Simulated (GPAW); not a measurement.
# GPAW run on Sb (R-3m, 2 atoms in the cell): self-consistent single point

Computed with PBE, GPAW PAW datasets PBE (gpaw-data 1.0.1) (plane waves; GPAW).

The input file:

```python
from ase import Atoms
from ase.units import GPa
from gpaw import GPAW, PW, FermiDirac

atoms = Atoms(['Sb', 'Sb'],
              cell=[[2.163567, 1.249136, 3.806135],
                    [-2.163567, 1.249136, 3.806135],
                    [0.000000, -2.498272, 3.806135]],
              positions=[[-0.000000, 0.000000, 3.063101],
                         [-0.000000, 0.000000, 8.355304]],
              pbc=True)

calc = GPAW(mode=PW(600),
            xc='PBE',
            kpts={'size': (8, 8, 8), 'gamma': True},
            occupations=FermiDirac(0.136),
            nbands=-6,
            symmetry={'symmorphic': False, 'tolerance': 0.0005},
            maxiter=100,
            txt='-')

atoms.calc = calc

energy = atoms.get_potential_energy()
print('Energy (eV):', round(energy, 6))
forces = atoms.get_forces()
print('Forces (eV/Ang):')
print(forces.round(5))
stress = atoms.get_stress()
print('Stress (GPa, Voigt):', (stress / GPa).round(4))
```

The program printed (abridged):

```
Input parameters:
  kpts: {gamma: True,
         size: (8, 8, 8)}
  maxiter: 100
  mode: {ecut: 600.0,
         name: pw}
  nbands: -6
  occupations: {fixmagmom: False,
                name: fermi-dirac,
                width: 0.136}
  symmetry: {symmorphic: False,
             tolerance: 0.0005}
  xc: PBE

species:
  Sb:
    name: Antimony
    Z: 51.0
    valence: 15
    core: 36
    charge: 0.0
    file: Sb.PBE.gz

    # Using partial waves for Sb as LCAO basis

Reference energy: -352563.116496  # eV

Spin-paired calculation

Convergence criteria:
 Maximum [total energy] change in last 3 cyles: 0.0005 eV / valence electron
 Maximum integral of absolute [dens]ity change: 0.0001 electrons / valence electron
 Maximum integral of absolute [eigenst]ate change: 4e-08 eV^2 / valence electron
 Maximum number of scf [iter]ations: 100

Symmetries present (total): 12
Symmetries with fractional translations: 0
512 k-points: 8 x 8 x 8 Monkhorst-Pack grid + [1/16,1/16,1/16]
65 k-points in the irreducible part of the Brillouin zone
       k-points in crystal coordinates                weights
   0:     0.00000000    0.00000000    0.00000000          1/512
   1:     0.12500000    0.00000000   -0.12500000          6/512
   2:     0.12500000    0.00000000    0.00000000          6/512
   [... 7 lines left out ...]
          ...
  64:     0.50000000    0.50000000    0.50000000          1/512

Wave functions: Plane wave expansion
  Cutoff energy: 600.000 eV
  Number of coefficients (min, max): 2045, 2082
  Pulay-stress correction: 0.000000 eV/Ang^3 (de/decut=0.000000)

Occupation numbers: Fermi-Dirac:
  width: 0.1360  # eV

Eigensolver

Densities:
  Coarse grid: 27*27*27 grid
  Fine grid: 54*54*54 grid
  Total Charge: 0.000000

Density mixing:
  Method: separate
  Backend: pulay
  Linear mixing parameter: 0.05
  old densities: 5
  Damping of long wavelength oscillations: 50

Hamiltonian:
  XC and Coulomb potentials evaluated on a 54*54*54 grid
  External potential:
    NoExternalPotential

XC parameters: PBE with 2 nearest neighbor stencil

Number of atoms: 2
Number of atomic orbitals: 18
Number of bands in calculation: 21
Number of valence electrons: 30
Bands to converge: occupied

Density initialized from atomic densities
  18 bands from LCAO basis set
  3 bands from random numbers

Atomic positions and initial magnetic moments

Positions:
   0 Sb    -0.000000    0.000000    3.063101    ( 0.0000,  0.0000,  0.0000)
   1 Sb    -0.000000    0.000000    8.355304    ( 0.0000,  0.0000,  0.0000)

Unit cell:
           periodic     x           y           z      points  spacing
  1. axis:    yes    2.163567    1.249136    3.806135    27     0.1319
  2. axis:    yes   -2.163567    1.249136    3.806135    27     0.1319
  3. axis:    yes    0.000000   -2.498272    3.806135    27     0.1319

  Lengths:   4.552804   4.552804   4.552804
  Angles:   56.746875  56.746875  56.746874

Effective grid spacing dv^(1/3) = 0.1464

     iter     time        total  log10-change:
                         energy   eigst   dens
iter:   1 --:--:--    -8.726436
iter:   2 --:--:--    -8.803365   -0.39  -1.69
iter:   3 --:--:--    -8.813785   -1.39  -1.70
iter:   4 --:--:--    -8.818273c  -2.09  -1.73
iter:   5 --:--:--    -8.818232c  -3.11  -2.89
iter:   6 --:--:--    -8.819508c  -3.73  -2.84
iter:   7 --:--:--    -8.817557c  -4.10  -2.73
iter:   8 --:--:--    -8.817433c  -5.14  -3.15
iter:   9 --:--:--    -8.817353c  -5.17  -3.22
iter:  10 --:--:--    -8.817350c  -5.83  -3.66
iter:  11 --:--:--    -8.817380c  -5.69  -3.73
iter:  12 --:--:--    -8.817355c  -6.18  -3.90
iter:  13 --:--:--    -8.817353c  -6.99  -4.42c
iter:  14 --:--:--    -8.817353c  -8.22c -4.60c

Converged after 14 iterations.

Dipole moment: (0.000000, -0.000000, 0.000000) |e|*Ang

Energy contributions relative to reference atoms: (reference = -352563.116496)

Kinetic:         +1.248357
Potential:       -2.628566
External:        +0.000000
XC:              -7.791875
Entropy (-ST):   -0.021200
Local:           +0.365332
SIC:             +0.000000
--------------------------
Free energy:     -8.827953
Extrapolated:    -8.817353

Showing only first 2 kpts
 Kpt  Band  Eigenvalues  Occupancy
  0    13      4.90287    2.00000
  0    14      4.90287    2.00000
  0    15      8.58141    0.00000
  0    16      9.29732    0.00000

  1    13      5.18376    1.99997
  1    14      5.45225    1.99979
  1    15      7.85927    0.00039
  1    16      8.01994    0.00012

Fermi level: 6.69868

No gap
No difference between direct/indirect transitions
Energy (eV): -8.817353

Forces in eV/Ang:
  0 Sb    0.00000   -0.00000   -0.25998
  1 Sb    0.00000    0.00000    0.25998

Stress tensor:
    -0.011128     0.000000    -0.000000
    -0.000000    -0.011128    -0.000000
    -0.000000    -0.000000    -0.009777
Stress (GPa, Voigt): [-1.783  -1.783  -1.5665 -0.     -0.      0.    ]
```

The run converged in 14 iterations. GPAW prints stress with tension positive.

The starting cell comes from a database of computed structures (which also holds hypothetical and non-ambient phases and stackings), without a prior relaxation at this level. Its lattice was rescaled by a random factor within 2.5 % of one. Spin-orbit coupling is off.

Cost on one core of a shared machine: roughly 2 min.
